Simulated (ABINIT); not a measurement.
## Short convergence ladders for ZrOs (P4mm, 2 atoms in the cell)

```xyz
2
Lattice="3.2863 0.0000 0.0000 0.0000 3.2863 0.0000 0.0000 0.0000 3.2863" Properties=species:S:1:pos:R:3 pbc="T T T"
Zr     1.6432     1.6432     1.6932
Os     0.0000     0.0000     0.0000
```

Base method: PBEsol, norm-conserving pseudopotentials (PseudoDojo nc-sr-04 PBEsol standard) (plane waves; ABINIT).

Base settings: pseudos = [Zr.upf, Os.upf]; ecut = 37 Ha; occopt = 7; tsmear = 0.00367493 Ha; ngkpt = 4 4 4; nshiftk = 1; shiftk = 0 0 0; potentials = PseudoDojo nc-sr-04 PBEsol standard; nband = 19; kptopt = 1.

The count of work is k-points × plane waves × bands × iterations; it is no time. Core times come from one kind of shared machine, to one figure; runs under 30 s give none.

**The cutoff for other potential files**

Level: DFT, PBEsol, plane waves, PAW (JTH v2.0 PBE PAW, files made for PBE).

In this ladder: pseudos = [Zr.GGA_PBE-JTH.xml, Os.GGA_PBE-JTH.xml]; nband = 15; potentials = JTH v2.0 PBE PAW; pawxcdev = 0; ixc = -116133. Moved along: pawecutdg.

The second cell is the first with its lattice scaled by 0.98.

The mesh stays at the base's, so the ladder's end is converged at best in this setting alone.

Only quantities that move along the ladder and can be compared are tabulated.

| ecut | free energy less the last step's (meV/atom) | energy of the compressed cell less the first (meV/atom) | pressure (GPa) | count of work / last |
|---|---|---|---|---|
| 9 Ha | 137.77 | 1.16 | -7.26 | 0.10 |
| 11 Ha | 97.05 | 0.29 | -8.47 | 0.15 |
| 14 Ha | 22.58 | -0.21 | -7.64 | 0.21 |
| 17 Ha | 9.58 | -0.51 | -6.69 | 0.28 |
| 20 Ha | 7.21 | -0.46 | -6.81 | 0.35 |
| 24 Ha | 2.25 | -0.48 | -6.75 | 0.47 |
| 30 Ha | 0.91 | -0.56 | -6.67 | 0.65 |
| 40 Ha | 0.00 | -0.60 | -6.67 | 1.0 |

Coarsest ecut that holds the free energy within 5 meV/atom of the last step, with all finer ones: 24 Ha; the step before is off by 7.2 meV/atom.

Coarsest ecut that holds the pressure within 0.1 GPa of the last step, with all finer ones: 24 Ha; the step before is off by 0.14 GPa.

Coarsest ecut that holds the energy of the compressed cell less the first within 1 meV/atom of the last step, with all finer ones: 11 Ha, at 0.15 of the last step's count of work; the step before is off by 1.8 meV/atom.

The energy difference between the two cells stays within 1 meV/atom of the last step's from 11 Ha on, the total only from 30 Ha on: much of the error is common to both cells and cancels.

**The cutoff for other potential files**

Level: DFT, PBEsol, plane waves, norm-conserving pseudopotentials (PseudoDojo nc-fr-04 PBEsol standard).

In this ladder: potentials = PseudoDojo nc-fr-04 PBEsol standard.

The second cell is the first with its lattice scaled by 0.98.

The mesh stays at the base's, so the ladder's end is converged at best in this setting alone.

Only quantities that move along the ladder and can be compared are tabulated.

| ecut | free energy less the last step's (meV/atom) | energy of the compressed cell less the first (meV/atom) | pressure (GPa) | count of work / last | core time / last (rough) |
|---|---|---|---|---|---|
| 17 Ha | 2507.13 | -5.60 | -73.44 | 0.11 | – |
| 20 Ha | 1090.92 | -5.40 | -46.05 | 0.14 | – |
| 26 Ha | 122.00 | 3.12 | -14.34 | 0.21 | – |
| 31 Ha | 10.79 | 1.91 | -7.39 | 0.27 | – |
| 37 Ha | 1.09 | 1.82 | -6.31 | 0.36 | 0.4 |
| 44 Ha | 0.67 | 1.83 | -6.31 | 0.46 | 0.5 |
| 56 Ha | 0.31 | 1.83 | -6.30 | 0.66 | 0.9 |
| 74 Ha | 0.00 | 1.82 | -6.30 | 1.0 | 1 |

Coarsest ecut that holds the energy of the compressed cell less the first within 2 meV/atom of the last step, with all finer ones: 26 Ha, at 0.21 of the last step's count of work; the step before is off by 7.2 meV/atom.

Coarsest ecut that holds the pressure within 0.5 GPa of the last step, with all finer ones: 37 Ha, at 0.36 of the last step's count of work and about 0.4 of the last step's time; the step before is off by 1.1 GPa.

Coarsest ecut that holds the free energy within 5 meV/atom of the last step, with all finer ones: 37 Ha, at 0.36 of the last step's count of work and about 0.4 of the last step's time; the step before is off by 11 meV/atom.

The energy difference between the two cells stays within 1 meV/atom of the last step's from 31 Ha on, the total only from 44 Ha on: much of the error is common to both cells and cancels.

Two neighbours can agree and both be off: 17 Ha and 20 Ha differ by 0.20 meV/atom in the energy of the compressed cell less the first, yet lie about 7.2 meV/atom from the last step.

At the lowest cutoff the pressure lies 67.1 GPa under the last step's, the usual sign of Pulay stress in an incomplete plane-wave basis.

**The relaxed cell against the cutoff**

On ZrOs (Pm-3m, 2 atoms in the cell): atoms on their sites.

In this ladder: ionmov = 2; ntime = 40; tolmxf = 0.0001 Ha/bohr; optcell = 2; dilatmx = 1.08; ecutsm = 0.5 Ha.

The mesh stays at the base's, so the ladder's end is converged at best in this setting alone.

Only quantities that move along the ladder and can be compared are tabulated.

| ecut | relaxed volume (Å³/atom) | relaxation steps | core time / last (rough) |
|---|---|---|---|
| 18 Ha | 17.485 | 6 | 0.2 |
| 22 Ha | 17.156 | 6 | 0.2 |
| 26 Ha | 17.164 | 6 | 0.3 |
| 31 Ha | 17.215 | 3 | 0.3 |
| 37 Ha | 17.214 | 4 | 0.4 |
| 44 Ha | 17.214 | 4 | 0.5 |
| 56 Ha | 17.214 | 4 | 0.6 |
| 74 Ha | 17.214 | 4 | 1 |

Coarsest ecut that holds the relaxed volume within 0.034 Å³/atom of the last step, with all finer ones: 31 Ha, at about 0.3 of the last step's time; the step before is off by 0.050 Å³/atom.

At the lowest cutoff the cell relaxes to a volume 1.6 % larger than at the highest.

On the base run: the starting cell comes from a database of computed structures (which also holds hypothetical and non-ambient phases and stackings), without a prior relaxation at this level. Its lattice was rescaled by up to half a per cent. One atom was moved a little off its site on purpose. Spin polarisation is off. Without a gap this mesh is coarse (it stands for a supercell whose shortest vector is 13 Å).
